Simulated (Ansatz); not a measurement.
Hf (P6_3/mmc): band-structure transport figures

Here is the system:

```
Hf
1.0
    3.11309     0.00000     0.00000
   -1.55654     2.69601     0.00000
    0.00000     0.00000     4.94040
Hf
2
Direct
  0.33333   0.66667   0.25000
  0.66667   0.33333   0.75000
```

Computed with PBEsol, rigid bands (plane waves, PAW, scalar-relativistic; Ansatz, a first-principles code). Condition of this run: hydrostatic pressure 5 GPa (the target of the relaxation). Cell: cell and atoms relaxed with PBEsol, then loaded as said.

The density of states at the Fermi level is 1.37 states/(eV·cell), both spins and the bare Sommerfeld coefficient comes out as 1.62 mJ/(mol of atoms·K²). The drude plasma energy is 4.3 (x), 4.3 (y), 4.6 (z) eV and the root-mean-square Fermi velocity is 4.7e5 m/s. The resistivity times τ comes out as 27 (x), 27 (y), 23 (z) ×10⁻²² Ω·m·s.

A metal at this level (no band gap); rigid bands, thermally averaged at 300 K, both spins. Spin-orbit coupling is left out, which matters with elements this heavy. τ is one relaxation time for all states.
